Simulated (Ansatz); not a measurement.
The starting structures come from a database of crystals and need not be the phases stable at ambient conditions.

 Where the default PAW files enter, the runs use the earlier of Ansatz's two default sets.

Here is the system:

```xyz
9
Lattice="6.1942 0.0000 0.0000 0.0000 8.7599 0.0000 3.0971 4.3800 3.0971" Properties=species:S:1:pos:R:3 pbc="T T T"
K      3.0971     2.1900     0.0000
K      3.0971     6.5699     0.0000
Hf     0.0000     0.0000     0.0000
F      4.5135     4.3800     1.6807
F      4.7778     8.7599     1.4164
F      1.4164     8.7599     1.4164
F      1.6807     4.3800     1.6807
F      0.0000     2.0030     0.0000
F      0.0000     6.7569     0.0000
```

Space group of this cell: Fm-3m. The cell is taken as given; by PBEsol its mean pressure is -1.4 GPa.

Transport runs along the normal of the first two printed cell vectors, the (110) plane of the conventional cell.

The gap is the functional's own. No spin-orbit coupling. Mid-gap values are interpolated on the energy grid.

Q: Compute, with PBEsol (Ansatz, a program for electronic structure), the band gap and the smallest decay constant κ at mid-gap.

A: Gap 6.82 eV on a 10×10×10 mesh; κ = 0.558 1/Å, at the zone centre.
